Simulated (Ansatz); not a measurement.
# AlCdNO (model structure, started from the AlSiCN type, P3m1, No. 156, 4 atoms in the cell)

The numbers are results of LDA (plane waves, PAW; Ansatz, a quantum-chemistry and plane-wave program), not measurements.

Numerical settings: plane-wave cutoff 520 eV, 12×12×6 k mesh (along the axes of the cell as run), Fermi–Dirac smearing 0.01 eV, scalar-relativistic PAW data made under PBE.

Cell (relaxed with PBEsol):

```cif
data_AlCdNO
_chemical_formula_sum 'Al1 Cd1 O1 N1'
_space_group_name_H-M_alt 'P3m1'
_space_group_IT_number 156
_space_group_name_Hall 'P 3 -2"'
_cell_length_a 3.21631
_cell_length_b 3.21631
_cell_length_c 5.62249
_cell_angle_alpha 90.000
_cell_angle_beta 90.000
_cell_angle_gamma 120.000
loop_
_atom_site_label
_atom_site_type_symbol
_atom_site_symmetry_multiplicity
_atom_site_Wyckoff_symbol
_atom_site_fract_x
_atom_site_fract_y
_atom_site_fract_z
_atom_site_occupancy
Al1 Al 1 b 0.33333 0.66667 0.49981 1
Cd1 Cd 1 c 0.66667 0.33333 0.97609 1
O1 O 1 b 0.33333 0.66667 0.18199 1
N1 N 1 c 0.66667 0.33333 0.59210 1
```

```
Item       Result
--------  -------
band gap  1.32 eV
```

Note: the relaxation could raise the start's symmetry but not lower it, so the cell can be a saddle point; cell and atoms aren't relaxed at this level (largest force component 0.10 eV/Å, pressure -4.7 GPa).

Spin–orbit coupling is not included.

The computed numbers hold no vibrational or temperature effects.

Computing time: about 18 core-seconds (a rough figure).

A model structure was made by putting elements into a prototype or built by hand; it is no filed structure, need not be a known phase, and can be a saddle point held by its symmetry.
